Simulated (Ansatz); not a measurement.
## TaAs (model structure, started from the NbAs type, I4₁md, No. 109, 4 atoms in the cell)

These are PBEsol in Ansatz (PAW) values and carry that method's errors.

Numerical settings: plane-wave cutoff 500 eV, 16×16×16 k mesh, Fermi–Dirac smearing 0.05 eV, scalar-relativistic PAW data made under PBE.

Cell (relaxed at this level):

```yaml
crystal:
  lattice:
    - [-1.71434, 1.71434, 5.79153]
    - [1.71434, -1.71434, 5.79153]
    - [1.71434, 1.71434, -5.79153]
  atoms:
    - { symbol: Ta, position: [0.74899, 0.74899, 0.00000] }
    - { symbol: Ta, position: [0.49899, 0.99899, 0.50000] }
    - { symbol: As, position: [0.16701, 0.16701, 0.00000] }
    - { symbol: As, position: [0.91701, 0.41701, 0.50000] }
```

For TaAs (model structure, started from the NbAs type, I4₁md, No. 109, 4 atoms in the cell), the band gap is none.

Note: the relaxation could raise the start's symmetry but not lower it, so the cell can be a saddle point.

Spin–orbit coupling is not included.

Computed values are for the static lattice.

A model structure was made by putting elements into a prototype or built by hand; it is no filed structure, need not be a known phase, and can be a saddle point held by its symmetry.

Ansatz is an electronic-structure program.
